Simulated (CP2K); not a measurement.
Band structure of AgCl (Fm-3m, 2 atoms in the cell).

```
CELL_PARAMETERS angstrom
      3.92444     0.00000     0.00000
      1.96222     3.39867     0.00000
      1.96222     1.13289     3.20429
ATOMIC_POSITIONS crystal
  Ag 0.00000 0.00000 0.00000
  Cl 0.50000 0.50000 0.50000
```

Computed with PBE, GPW, DZVP-MOLOPT-SR-GTH basis, GTH-PBE potentials (GTH_POTENTIALS) run with CP2K.

Settings: CUTOFF = 500 Ry; REL_CUTOFF = 50 Ry; SMEAR/METHOD = FERMI_DIRAC; ELECTRONIC_TEMPERATURE = 116.05 K; KPOINTS/SCHEME = MONKHORST-PACK 8 8 8; GAMMA_CENTERED = T; XC_FUNCTIONAL = PBE; Ag/BASIS_SET = DZVP-MOLOPT-SR-GTH-q11; Ag/POTENTIAL = GTH-PBE-q11; Cl/BASIS_SET = DZVP-MOLOPT-SR-GTH-q7; Cl/POTENTIAL = GTH-PBE-q7; METHOD = GPW; EPS_DEFAULT = 1e-10; EXTRAPOLATION = USE_GUESS.

The starting cell has typed, rounded lattice constants, without a prior relaxation at this level. Values carry the incompleteness of an atom-centred basis.

**Question.** Predict the gap along the standard path and the places of the band edges.

**Answer.** The gap along the path is 0.89 eV, from L to Γ; the smallest direct gap on it is 2.96 eV.

Levels in eV from the top of the valence band on the SCF mesh, bands 6 to 10:
```tsv
point	6	7	8	9	10
Γ	-2.41	-2.30	-2.30	-2.30	0.89
X	-2.22	-1.95	-1.95	-1.89	2.47
W	-1.98	-1.97	-1.95	-1.18	4.31
K	-2.01	-1.84	-1.66	-1.05	3.75
L	-2.07	-1.75	0.00	0.00	4.35
U	-2.01	-1.84	-1.66	-1.05	3.75
```

Higher empty bands are left out: an atom-centred basis made for the valence describes them poorly.
